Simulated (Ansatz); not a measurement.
GaAs (model structure, within 0.1 Å of P6₄22, No. 181, 6 atoms in the cell) was calculated with PBEsol (Ansatz, a first-principles code, plane waves, PAW).

Settings: plane-wave cutoff 520 eV, 18×18×6 k mesh (along the axes of the cell as run), Fermi–Dirac smearing 0.05 eV, scalar-relativistic PAW data made under PBE.

Cell (relaxed at this level):

```xyz
6
Lattice="4.0178 0.0000 0.0000 -2.0089 3.4795 0.0000 0.0000 0.0000 8.7872" Properties=species:S:1:pos:R:3 pbc="T T T"
Ga    -1.0036     1.7382     5.8582
Ga     1.0053     1.7412     0.0000
Ga     2.0072     0.0000     2.9291
As    -1.0040     1.7389     1.4645
As     1.0049     1.7406     4.3936
As     2.0079     0.0000     7.3227
```

Task: Estimate the bulk modulus that the calculation returns.

Result: 
bulk modulus: 73.7 GPa

The run finds no gap.

Note: the bulk modulus is −V dP/dV from two relaxed cells at ±2 % in volume.

Static lattice: no zero-point or thermal effects.

A model structure was made by putting elements into a prototype or built by hand; it is no filed structure, need not be a known phase, and can be a saddle point held by its symmetry.
